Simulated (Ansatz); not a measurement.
```
CELL_PARAMETERS angstrom
      5.08211     0.00047     0.12500
      0.00234     5.08187    -0.10980
      0.64039    -2.23982    25.62007
ATOMIC_POSITIONS crystal
  Si 0.25473 0.26315 0.17735
  Si 0.83681 0.75987 0.03336
  Si 0.77228 0.30738 0.10787
  Si 0.32537 0.80138 0.24671
  O  0.29969 0.48959 0.22568
  O  0.46663 0.28644 0.12865
  O  0.81547 0.59144 0.08492
  O  0.96016 0.29128 0.15670
  O  0.28149 0.97454 0.19832
  O  0.83943 0.06894 0.06128
  Si 0.18493 0.42277 0.45494
  Si 0.80796 0.92884 0.31611
  Si 0.70220 0.46707 0.38546
  Si 0.20942 0.97002 0.52944
  O  0.23017 0.66115 0.50148
  O  0.39737 0.43800 0.40609
  O  0.73924 0.75562 0.36445
  O  0.88971 0.44484 0.43420
  O  0.11252 0.87783 0.29520
  O  0.21497 0.13849 0.47788
  O  0.61948 0.85241 0.26760
  O  0.77197 0.24062 0.33717
  Cu 0.17550 0.43178 0.67273
  Cu 0.67678 0.42858 0.67196
  Cu 0.17539 0.92994 0.67522
  Cu 0.67541 0.93301 0.67375
  Cu 0.94029 0.64621 0.60314
  Cu 0.44646 0.64411 0.60324
  Cu 0.94005 0.14044 0.60049
  Cu 0.44715 0.13967 0.60020
  Cu 0.14023 0.50927 0.81750
  Cu 0.63987 0.50884 0.81798
  Cu 0.14234 0.01221 0.81672
  Cu 0.63897 0.01304 0.81698
  Cu 0.90614 0.71978 0.74596
  Cu 0.40944 0.71875 0.74568
  Cu 0.90817 0.22252 0.74512
  Cu 0.40862 0.22320 0.74474
  Cu 0.10772 0.59167 0.96244
  Cu 0.60074 0.59186 0.96225
  Cu 0.10860 0.08682 0.95970
  Cu 0.60254 0.08668 0.95922
  Cu 0.87348 0.80192 0.88747
  Cu 0.37240 0.79888 0.88894
  Cu 0.87298 0.30005 0.88990
  Cu 0.37146 0.30338 0.89072
```

The first 22 atoms are the substrate (SiO2-cr), the rest the film (Cu).

All values below come from PBE (plane waves to 420 eV, PAW; Ansatz, an electronic-structure program). Spin–orbit coupling is left out; the runs are not spin-polarised; PBE gaps are too small against experiment. Its k-point mesh 5×5×1, Fermi–Dirac width 0.05 eV.

Q: Describe the bonding at the interfaces and give the barriers.

A: A periodic stack without vacuum, fcc Cu (0 0 1) on alpha cristobalite (0 0 1) (film strained to the substrate, faces as cut): substrate slab Si8O14, film Cu24, surface cells [[0, 1], [-1, 0]] and [[2, 0], [2, 2]], film strained by -1.0 and -1.0 %, faces Si/Si and Cu/Cu as cut (like faces can put a slab off its formula).
```
Property                                                                                   Result
--------------------------------------------------------------------------------  ---------------
interface area                                                                            25.8 Å²
period                                                                                    25.54 Å
gaps between the outermost planes at the two interfaces                           1.81 and 1.81 Å
Cu–Si contacts across the interfaces within 1.22 times the sum of covalent radii   8, mean 2.63 Å
hole barrier (PBE)                                                                        3.28 eV
electron barrier (PBE)                                                                    2.23 eV
```
